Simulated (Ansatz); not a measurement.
Partial pair distribution functions of a relaxed model of amorphous Si$_{12}$B$_{24}$N$_{40}$, broadened by 0.06 Å; density 2.10 g/cm³. All values below come from PBE, scalar-relativistic without spin-orbit coupling (plane waves to 420 eV, PAW; Ansatz, a program for electronic structure).

The cell was made by melting and quenching with the CHGNet potential and then relaxed with DFT. N atoms were pushed apart under 1.9 Å during the dynamics, to hinder bonds among them. The hot cell started wider than the set density and was brought back towards it in steps. It is the lowest in DFT energy of 2 quenches. It is a model cell: composition and starting density were chosen by hand, and all elements were melted together. No dispersion term was used. Its density started from a set value of 2.10 and ended at 2.10 g/cm³. The quench (nominally 760 K/ps over its main leg) was far faster than any real one, so the model tends to hold more defects than a real film. A cell of this size samples the disorder only roughly. The volume was held where the preparation left it, at a PBE pressure of 0.7 GPa. Stress components on the final sampling reach 2.8 GPa.

```tsv
r (Å)	g B-N	g Si-N	g Si-Si	g B-B
1.10	0.01	0.00	0.00	0.00
1.20	0.39	0.00	0.00	0.00
1.30	3.01	0.00	0.00	0.00
1.40	8.80	0.01	0.00	0.00
1.50	9.55	0.39	0.00	0.00
1.60	2.74	2.90	0.00	0.00
1.70	0.53	8.31	0.00	0.00
1.80	0.03	8.87	0.00	0.00
1.90	0.00	2.92	0.00	0.23
2.00	0.00	0.29	0.00	0.90
2.10	0.00	0.00	0.00	0.64
2.20	0.00	0.00	0.00	0.54
2.30	0.00	0.00	0.01	0.93
2.40	0.03	0.00	0.43	3.01
2.50	0.09	0.00	2.62	3.56
2.60	0.10	0.00	2.66	2.64
2.70	0.17	0.00	0.49	2.04
2.80	0.47	0.06	0.14	0.82
2.90	1.01	0.34	2.16	0.56
3.00	0.86	0.35	3.05	0.50
3.10	0.82	0.42	1.16	0.09
3.20	0.92	0.54	2.10	0.00
3.30	1.15	0.70	1.28	0.04
3.40	1.33	0.85	0.61	0.30
3.50	1.24	1.23	0.07	0.81
3.60	1.46	1.45	0.11	1.21
3.70	1.65	1.43	0.49	0.96
3.80	1.77	1.15	0.14	0.64
3.90	1.53	1.29	0.19	0.68
4.00	1.40	1.99	0.39	0.69
4.10	1.03	1.94	0.07	1.23
4.20	0.93	1.59	0.59	1.01
4.30	0.87	1.23	0.95	1.23
4.40	0.82	0.88	0.21	1.29
4.50	0.76	0.77	0.87	1.16
4.60	0.70	0.71	1.12	0.92
4.70	0.55	0.58	1.04	1.11
4.80	0.67	0.65	1.19	0.91
```

Within 1.84 Å each B has 2.92 N neighbours on average.
